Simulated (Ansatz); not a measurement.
N vacancy (broken-bond start) in wurtzite AlN: one set of geometries, relaxed with PBE, evaluated in Ansatz (PAW, plane waves to 420 eV, 500 eV under r2SCAN) with PBE, r2SCAN.

Details: 192-site cell; 2×2×1 shifted k-points; start: the N site; a neighbour pushed 0.95 Å away from the vacancy, along c; charged states image-corrected; not converged in cell size; flagged in the runs: a host whose relaxation on this sampling wasn't shown to rest.

| quantity | PBE | r2SCAN |
|---|---|---|
| host gap (eV) | 4.03 | … |
| ε(+2/+1) above the VBM (eV) | 0.19 | … |
| ε(+1/0) above the VBM (eV) | 3.28 | … |
| largest moment on one atom at charge +2 (μB) | 0.02 | … |
| neutral formation energy against N2 molecule in a box (eV) | 5.74 | … |
| largest moment on one atom at charge 0 (μB) | 0.04 | … |

Given the lower rungs, what does r2SCAN give?


- host gap (eV), r2SCAN: 4.67
- ε(+2/+1) above the VBM (eV), r2SCAN: 0.54
- ε(+1/0) above the VBM (eV), r2SCAN: 3.59
- largest moment on one atom at charge +2 (μB), r2SCAN: 0.03
- neutral formation energy against N2 molecule in a box (eV), r2SCAN: 6.49
- largest moment on one atom at charge 0 (μB), r2SCAN: 0.05

Ansatz is a quantum-chemistry and plane-wave program.
